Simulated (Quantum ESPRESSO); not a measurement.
Worked example: self-consistent single point of La (P6_3/mmc, 4 atoms in the cell) in Quantum ESPRESSO.

Method: LDA (PZ), GBRV 1.5 ultrasoft (LDA) pseudopotentials (plane waves; Quantum ESPRESSO).

```yaml
crystal:
  lattice:
    - [1.88500, -3.26492, 0.00000]
    - [1.88500, 3.26492, 0.00000]
    - [0.00000, 0.00000, 12.16000]
  atoms:
    - { symbol: La, position: [0.00000, 0.00000, 0.50000] }
    - { symbol: La, position: [0.00000, 0.00000, 0.00000] }
    - { symbol: La, position: [0.33333, 0.66667, 0.25000] }
    - { symbol: La, position: [0.66667, 0.33333, 0.75000] }
```

Reference input (self-consistent single point, DFT, PBE, plane waves, GBRV 1.5 ultrasoft (PBE) pseudopotentials): ecutwfc = 40 Ry; ecutrho = 200 Ry; occupations = smearing; smearing = fermi-dirac; degauss = 0.0073499 Ry; potentials = {La: la_pbe_v1.uspp.F.UPF}; K_POINTS = automatic 7 7 2 0 0 0; conv_thr = 1e-11 Ry; mixing_beta = 0.4. This run's input differs from it in these lines:

```diff
@@ -22,3 +22,3 @@
 ATOMIC_SPECIES
-La   138.9055  la_pbe_v1.uspp.F.UPF
+La   138.9055  la_lda_v1.uspp.F.UPF
 ATOMIC_POSITIONS crystal
```

Output (repeated stretches shortened):

```
     Self-consistent Calculation

     iteration #  1     ecut=    40.00 Ry     beta= 0.40

     Threshold (ethr) on eigenvalues was too large:
     Diagonalizing with lowered threshold

     negative rho (up, down):  3.005E-01 0.000E+00

     total energy              =    -408.84615392 Ry
     estimated scf accuracy    <       0.01932498 Ry

     iteration #  2     ecut=    40.00 Ry     beta= 0.40

     negative rho (up, down):  2.667E-01 0.000E+00

     total energy              =    -408.84455150 Ry
     estimated scf accuracy    <       0.00429481 Ry

     iteration #  3     ecut=    40.00 Ry     beta= 0.40

     negative rho (up, down):  2.641E-01 0.000E+00

     total energy              =    -408.84602022 Ry
     estimated scf accuracy    <       0.00109222 Ry

   [... 19 blocks of this kind left out ...]

     iteration # 23     ecut=    40.00 Ry     beta= 0.40

     negative rho (up, down):  2.516E-01 0.000E+00

     total energy              =    -408.84602573 Ry
     estimated scf accuracy    <          2.9E-11 Ry

     iteration # 24     ecut=    40.00 Ry     beta= 0.40

     negative rho (up, down):  2.516E-01 0.000E+00
     End of self-consistent calculation

     the Fermi energy is    10.9005 ev

!    total energy              =    -408.84602573 Ry
     estimated scf accuracy    <          5.5E-12 Ry
     smearing contrib. (-TS)   =      -0.01421674 Ry
     internal energy E=F+TS    =    -408.83180899 Ry

     convergence has been achieved in  24 iterations

     negative rho (up, down):  2.516E-01 0.000E+00

     Forces acting on atoms (cartesian axes, Ry/au):

     atom    1 type  1   force =     0.00000000    0.00000000    0.00000000
   [... zero for the other atoms too ...]

     Total force =     0.000000     Total SCF correction =     0.000000

     negative rho (up, down):  2.516E-01 0.000E+00
          total   stress  (Ry/bohr**3)                   (kbar)     P=      -34.42
  -0.00024123   0.00000000   0.00000000          -35.49        0.00        0.00
   0.00000000  -0.00024123   0.00000000            0.00      -35.49        0.00
  -0.00000000   0.00000000  -0.00021949           -0.00        0.00      -32.29

   JOB DONE.
```

The run converged in 24 iterations. Against the reference run the pressure goes from -0.05 to -3.44 GPa.

The starting cell has typed, rounded lattice constants, without a prior relaxation at this level. With a pressure of about -3 GPa the cell is away from its equilibrium volume at this level.

Cost on one core of a shared machine: roughly 90 s.
